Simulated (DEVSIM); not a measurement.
Structure: CdS/CdTe n-p heterojunction, at 250 K.

```csv
layer (left to right),material,thickness (μm),Nd (cm⁻³),Na (cm⁻³),τn (s),τp (s)
1,CdS,0.920,1.2e16,-,1.8e-8,1.8e-8
2,CdTe,1.60,-,6.9e17,1.8e-8,1.8e-8
```

Left contact: ohmic. Right contact: ohmic. Voltage is applied to the left contact. Recombination: SRH at mid-gap, radiative. Mobility is constant in doping.

This is a model device: material constants are rounded textbook-type values typed into the input, and sizes, dopings and lifetimes were drawn at random. Values at 300 K; Nc and Nv go as T^1.5, mobilities as T to minus their exponent, the gap by Varshni's rule with the affinity fixed.

| parameter | CdS | CdTe |
|---|---|---|
| gap (eV) | 2.4 | 1.5 |
| affinity (eV) | 4.3 | 4.28 |
| permittivity | 9 | 10.2 |
| Nc (cm⁻³) | 2.2e18 | 8e17 |
| Nv (cm⁻³) | 1.8e19 | 1.8e19 |
| μn (cm²/Vs) | 300 | 1000 |
| μp (cm²/Vs) | 25 | 80 |
| T exponent of μn | 1.5 | 1.7 |
| T exponent of μp | 1.5 | 1.5 |
| B (cm³/s) | 1e-10 | 1e-10 |
| Varshni α (eV/K) | 0.00039 | 0.00031 |
| Varshni β (K) | 103 | 108 |

DEVSIM, 1D drift-diffusion, Boltzmann statistics, complete ionisation; no tunnelling, impact ionisation, image-force lowering or self-heating. Band offsets follow the typed affinities; no thermionic-emission limit at abrupt steps, no polarisation charge.

Problem. Give the dark forward current.

Solution. 
```
V (V)  J (A/cm²)
-----  ---------
-0.55   -1.3e-14
-0.60   -1.4e-13
-0.65   -1.4e-12
-0.70   -1.4e-11
-0.75   -1.4e-10
-0.80    -1.5e-9
-0.85    -1.5e-8
-0.90    -1.5e-7
-0.95    -1.6e-6
-1.00    -1.6e-5
-1.05   -0.00016
-1.10    -0.0016
-1.15     -0.017
-1.20      -0.17
-1.25       -1.7
-1.30        -16
-1.35       -100
-1.40       -320
-1.45       -620
-1.50       -970
-1.55      -1300
-1.60      -1700
-1.65      -2100
```
